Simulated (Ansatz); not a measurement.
**Effective masses and thermopower of MgO under load (space group R-3m)**

Input:

```xyz
2
Lattice="-0.0090 2.0949 2.0949 2.0949 -0.0090 2.0949 2.0949 2.0949 -0.0090" Properties=species:S:1:pos:R:3 pbc="T T T"
Mg     0.0000     0.0000     0.0000
O      2.0904     2.0904     2.0904
```

Method: r2SCAN, rigid bands (plane waves, PAW, scalar-relativistic; Ansatz, an electronic-structure program). Condition of this run: uniaxial stress along [111] of 2 GPa (compression positive) (the target of the relaxation). Cell: cell and atoms relaxed with r2SCAN, then loaded as said.

The band gap comes out as 5.69 eV and the electron conductivity mass (300 K, dilute) comes out as 0.37 mₑ. The hole conductivity mass (300 K, dilute) is 2.0 mₑ. The effective density of states N_c (300 K) is 5.7e18 cm⁻³, the effective density of states N_v (300 K) is 1.2e20 cm⁻³ and the density-of-states mass, electrons comes out as 0.37 mₑ. The density-of-states mass, holes is 2.8 mₑ and the Seebeck coefficient, n-type 1e19 cm⁻³, 300 K is -179 μV/K. The best n-type power factor at 300 K for τ = 10 fs (best axis; densities from 1e16 to 1e21 cm⁻³ tried, whether or not they can be reached) is 2.5 μW/(cm·K²) at 3e19 cm⁻³ and the Seebeck coefficient, p-type 1e19 cm⁻³, 300 K is 474 μV/K.

Rigid bands; masses and Seebeck coefficients take one relaxation time τ for all states and one kind of carrier; polarons and phonon drag are left out. Spin-orbit coupling is left out.
